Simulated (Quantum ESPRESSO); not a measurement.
A self-consistent single point of Mg14AlSb (P-6m2, 16 atoms in the cell) with Quantum ESPRESSO.

Method: LDA (PW92), PseudoDojo standard norm-conserving (LDA) pseudopotentials (plane waves; Quantum ESPRESSO).

```
CELL_PARAMETERS angstrom
      6.51523     0.00000     0.00000
     -3.25762     5.64236     0.00000
      0.00000     0.00000    10.54059
ATOMIC_POSITIONS crystal
  Mg 0.00031 0.50016 0.00000
  Mg 0.49984 0.99969 0.00000
  Mg 0.49984 0.50016 0.00000
  Mg 0.99920 0.49960 0.50000
  Mg 0.50040 0.00080 0.50000
  Mg 0.50040 0.49960 0.50000
  Mg 0.16724 0.83276 0.24732
  Mg 0.66552 0.83276 0.75268
  Mg 0.16724 0.33448 0.24732
  Mg 0.16724 0.83276 0.75268
  Mg 0.66552 0.83276 0.24732
  Mg 0.16724 0.33448 0.75268
  Mg 0.66667 0.33333 0.25029
  Mg 0.66667 0.33333 0.74971
  Al 0.00000 0.00000 0.00000
  Sb 0.00000 0.00000 0.50000
```

Reference input (self-consistent single point, DFT, LDA (PZ), plane waves, GBRV 1.5 ultrasoft (LDA) pseudopotentials): ecutwfc = 40 Ry; ecutrho = 200 Ry; occupations = smearing; smearing = marzari-vanderbilt; degauss = 0.019992 Ry; potentials = {Mg: mg_lda_v1.4.uspp.F.UPF, Al: al_lda_v1.uspp.F.UPF, Sb: sb_lda_v1.4.uspp.F.UPF}; K_POINTS = automatic 6 6 3 0 0 0; conv_thr = 1e-09 Ry; mixing_beta = 0.4. This run's input differs from it in these lines:

```diff
@@ -14,4 +14,3 @@
    ntyp = 3
-   ecutwfc = 40
-   ecutrho = 200
+   ecutwfc = 85
    occupations = 'smearing'
@@ -25,5 +24,5 @@
 ATOMIC_SPECIES
-Mg    24.3050  mg_lda_v1.4.uspp.F.UPF
-Al    26.9815  al_lda_v1.uspp.F.UPF
-Sb   121.7600  sb_lda_v1.4.uspp.F.UPF
+Mg    24.3050  Mg.upf
+Al    26.9815  Al.upf
+Sb   121.7600  Sb.upf
 ATOMIC_POSITIONS {crystal}
```

Output, abridged:

```
     Self-consistent Calculation

     iteration #  1     ecut=    85.00 Ry     beta= 0.40

     Threshold (ethr) on eigenvalues was too large:
     Diagonalizing with lowered threshold

     total energy              =   -1845.92245514 Ry
     estimated scf accuracy    <       0.15454440 Ry

     iteration #  2     ecut=    85.00 Ry     beta= 0.40

     total energy              =   -1845.91151177 Ry
     estimated scf accuracy    <       0.21825747 Ry

     iteration #  3     ecut=    85.00 Ry     beta= 0.40

     total energy              =   -1845.93665424 Ry
     estimated scf accuracy    <       0.12307760 Ry

   [... 6 blocks of this kind left out ...]

     iteration # 10     ecut=    85.00 Ry     beta= 0.40

     total energy              =   -1845.94693129 Ry
     estimated scf accuracy    <          2.7E-09 Ry

     iteration # 11     ecut=    85.00 Ry     beta= 0.40
     End of self-consistent calculation

     the Fermi energy is     5.5154 ev

!    total energy              =   -1845.94693129 Ry
     estimated scf accuracy    <          7.9E-11 Ry
     smearing contrib. (-TS)   =      -0.00173111 Ry
     internal energy E=F+TS    =   -1845.94520017 Ry

     convergence has been achieved in  11 iterations

     Forces acting on atoms (cartesian axes, Ry/au):

     atom    1 type  1   force =    -0.00095824   -0.00055324   -0.00000000
     atom    2 type  1   force =    -0.00000000    0.00110648    0.00000000
     atom    3 type  1   force =     0.00095824   -0.00055324    0.00000000
     atom    4 type  1   force =    -0.00081315   -0.00046947   -0.00000000
     atom    5 type  1   force =     0.00000000    0.00093895    0.00000000
   [... lines left out ...]

     Total force =     0.006824     Total SCF correction =     0.000026

          total   stress  (Ry/bohr**3)                   (kbar)     P=      -43.71
  -0.00028287   0.00000000   0.00000000          -41.61        0.00        0.00
   0.00000000  -0.00028287   0.00000000            0.00      -41.61        0.00
   0.00000000   0.00000000  -0.00032567            0.00        0.00      -47.91

   JOB DONE.
```

The run converged in 11 iterations. Against the reference run the pressure moves little (-4.43 to -4.37 GPa) and the largest force hardly changes (0.063 to 0.062 eV/Å).

The starting cell comes from a database of computed structures (which also holds hypothetical and non-ambient phases and stackings), without a prior relaxation at this level. Its lattice was rescaled by a random factor within 2.5 % of one. With a pressure of about -4 GPa the cell is away from its equilibrium volume at this level. The run gives no clean gap (levels at the Fermi energy touch, overlap or are partly filled at this smearing), which alone does not show that the compound is a metal.

Cost on one core of a shared machine: roughly 10 min.
